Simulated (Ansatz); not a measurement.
For Ga2S3 (Imm2, No. 44, 5 atoms in the cell; start mp-1224796; a measured phase of this formula has another space group), LDA (PAW; Ansatz, a first-principles code) gives:

```
Quantity               Result
---------------  ------------
bulk modulus B0      40.1 GPa
cohesive energy  4.39 eV/atom
band gap              1.37 eV
```

Question: What does r²SCAN in Ansatz (PAW) give for the same quantities?

Answer: 
- bulk modulus: 35.9 GPa (shrinks by 10 %)
- cohesive energy: 3.72 eV/atom (drops by 0.67 eV/atom)
- band gap: 1.95 eV (increases by 0.58 eV)

Changes are worked out from the printed values.

Unless a cell is named, each level is at its own relaxed cell (LDA 20.38, r²SCAN 21.93 Å³/atom).

Spin–orbit coupling is included only where a level's name says +SOC; with heavier elements it mostly lowers gaps and can invert bands. Density-functional gaps are differences of (generalised) Kohn–Sham levels.

Caveats: the bulk modulus is −V dP/dV from two relaxed cells at ±2 % in volume (LDA, r²SCAN); the relaxation could not lower the start's symmetry, so the cell can be a saddle point above a distorted one (LDA, r²SCAN). Ansatz's density-functional and Hartree–Fock values are scalar-relativistic unless marked +SOC, with PAW data made under PBE.

A start named mp-… is a Materials Project structure, which need not be a measured phase.
